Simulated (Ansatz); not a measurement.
For Ag (model structure, I4₁/amd, No. 141, 2 atoms in the cell), LDA (plane waves, PAW; Ansatz, a first-principles code) gives:

* **lattice constant a**: 5.129 Å
* **c axis length**: 2.682 Å
* **bulk modulus B0**: 114 GPa
* **cohesive energy**: 3.34 eV/atom

Q: What does r²SCAN (Ansatz, PAW) give for the same quantities?

A: 
- lattice constant a: 5.263 Å (goes up by 2.6 %)
- lattice parameter c: 2.752 Å (increases by 2.6 %)
- bulk modulus: 85.7 GPa (drops by 25 %)
- cohesive energy: 2.63 eV/atom (drops by 0.71 eV/atom)

Changes are worked out from the printed values.

Unless a cell is named, each level is at its own relaxed cell (LDA 17.63, r²SCAN 19.06 Å³/atom).

Caveats: the bulk modulus is −V dP/dV from two relaxed cells at ±2 % in volume (LDA, r²SCAN). Ansatz's density-functional and Hartree–Fock values are scalar-relativistic unless marked +SOC, with PAW data made under PBE.

A model structure was made by putting elements into a prototype or built by hand; it is no filed structure, need not be a known phase, and can be a saddle point held by its symmetry.
